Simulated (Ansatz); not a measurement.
Results of r²SCAN (plane waves, PAW; Ansatz, a first-principles code) for antifluorite Mg2C (high-pressure phase).

Run with plane-wave cutoff 600 eV, 12×12×12 k mesh, finite displacements, scalar-relativistic PAW data made under PBE.

Computed at the level's own relaxed cell.

### Question
What does this level give for the electronic dielectric constant ε∞ and static dielectric constant?

### Answer

- electronic dielectric constant ε∞ = 7.76
- static dielectric constant = 15.1

Computing time: about 17 core-minutes (a rough figure).
